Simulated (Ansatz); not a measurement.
The starting structures come from a database of crystals and need not be the phases stable at ambient conditions.

Data:

```yaml
crystal:
  lattice:
    - [6.44204, 0.00000, 0.00000]
    - [3.22102, 8.92184, 0.00000]
    - [3.22102, -1.16287, 3.00378]
  atoms:
    - { symbol: La, position: [0.24090, 0.75910, 0.25910] }
    - { symbol: La, position: [0.25910, 0.24090, 0.74090] }
    - { symbol: Te, position: [0.63807, 0.36193, 0.86193] }
    - { symbol: Te, position: [0.86193, 0.63807, 0.13807] }
    - { symbol: Cl, position: [0.00000, 0.00000, 0.00000] }
    - { symbol: Cl, position: [0.50000, 0.00000, 0.00000] }
```

Space group of this cell: P4/nmm. The cell is taken as given.

Transport runs along the normal of the first two printed cell vectors, the (111) plane of the conventional cell.

The gap is the functional's own. No spin-orbit coupling. Mid-gap values are interpolated on the energy grid.

**Question.** Give the band gap and the smallest decay constant κ at mid-gap that r2SCAN (Ansatz, a program for electronic structure) yields.

**Answer.** Gap 0.99 eV on a 10×10×10 mesh; κ = 0.142 1/Å, at the zone centre.
